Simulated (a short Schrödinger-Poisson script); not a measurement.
Solved with a short Schrödinger-Poisson script written for these runs: one-band effective-mass equation with BenDaniel-Duke matching, electrons, heavy and light holes apart, hard walls at the outer ends, one valence edge for both holes (no strain splitting), no charge, excitons, band mixing or non-parabolicity; under a field the levels are quasi-bound states of a box, listed while three quarters of their weight lies within 4 nm of the wells.

Structure: coupled double GaAs/Al0.2Ga0.8As quantum well.

From the first side: 20 nm Al0.2Ga0.8As; 20 nm GaAs; 5 nm Al0.2Ga0.8As; 20 nm GaAs; 20 nm Al0.2Ga0.8As.

The device is made up for the run: typed textbook-type constants, with dimensions and the other settings drawn at random. GaAs: direct gap (eV) 1.424, conduction-band edge (eV) 0, electron mass (mₑ) 0.067, heavy-hole mass 0.377, light-hole mass 0.09. Al0.2Ga0.8As: direct gap (eV) 1.673, conduction-band edge (eV) 0.158, electron mass (mₑ) 0.0836, heavy-hole mass 0.397, light-hole mass 0.108.

The valence-band edge of each layer lies one gap below its conduction-band edge. The electron's potential energy rises along the stack by the applied field. Mesh 0.03 nm at interfaces.

**Question.** Give the e2 − e1 (meV); the squared e1-hh1 overlap at zero applied field; the e1-hh1 transition at zero applied field (eV).

**Answer.** e2 − e1 (meV): 0.4; squared e1-hh1 overlap at zero applied field: 0.99; e1-hh1 transition at zero applied field (eV): 1.435. Excitons are left out, and strain enters only through the typed gaps and offsets, so measured lines lie elsewhere.
